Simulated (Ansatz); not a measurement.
# Defect calculation: Ru on the Ti site in rock-salt TiN

Level of theory: PBE, PAW (plane waves to 420 eV; Ansatz, a program for electronic structure). Cell: 64 sites, 2×2×2; final energies on a 4×4×4 shifted mesh. The relaxation kept the symmetry of the starting site. Site at the start: the Ti site. A cell of this size leaves errors of a few tenths of an eV.  Spin–orbit coupling is left out, and no Hubbard U is applied to the open shells. Each state is the lowest found from its start.

| charge | moment (μB) | point group | largest move off a lattice site (Å) | above the lowest spin state (eV) |
|---|---|---|---|---|
| 0 | 0.0 | Oh | 0.03 | 0.00 |
| 0 | not spin-polarised | Oh | 0.03 | 0.00 |

Point groups are those of the whole cell at tolerances of 0.03 and 0.1 Å ("near" where only the looser one holds); none is given for unsettled states.

Starting moments that weren't kept: charge 0 began with 4 μB and ended with 0.0.

All states together cost around 26 core-minutes (rough).
